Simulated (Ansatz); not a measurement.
# Response to strain in HfN

The parent structure is HfN in the rock salt structure (space group Fm-3m, No. 225; a = 4.548 Å; relaxed with 0.1 eV smearing).

Strains are applied to the cell and any free atomic positions relax.

Level of theory: Kohn–Sham DFT with the PBE functional, run in Ansatz (a program for electronic structure) with PAW and 420 eV plane waves, scalar-relativistic without spin-orbit coupling.

Notes on the quantities. energy relative to the base: free energy F.

```csv
variant,pressure,energy relative to the base,volume per atom
base,0.0 GPa,0 meV/atom,11.76 Å³
isotropic strain −3.00 %,29.2 GPa,+86 meV/atom,10.73 Å³
isotropic strain −2.00 %,18.1 GPa,+37 meV/atom,11.07 Å³
isotropic strain −1.00 %,8.5 GPa,+9.0 meV/atom,11.41 Å³
isotropic strain +0.50 %,-3.8 GPa,+2.1 meV/atom,11.94 Å³
isotropic strain +1.00 %,-7.4 GPa,+8.4 meV/atom,12.12 Å³
isotropic strain +1.50 %,-10.7 GPa,+19 meV/atom,12.30 Å³
isotropic strain +2.00 %,-13.8 GPa,+33 meV/atom,12.48 Å³
isotropic strain +2.50 %,-16.6 GPa,+50 meV/atom,12.66 Å³
isotropic strain +3.00 %,-19.3 GPa,+71 meV/atom,12.85 Å³
```

No phonon test of stability was made. The final runs are not spin-polarised. An odd electron count without spin: HfN.
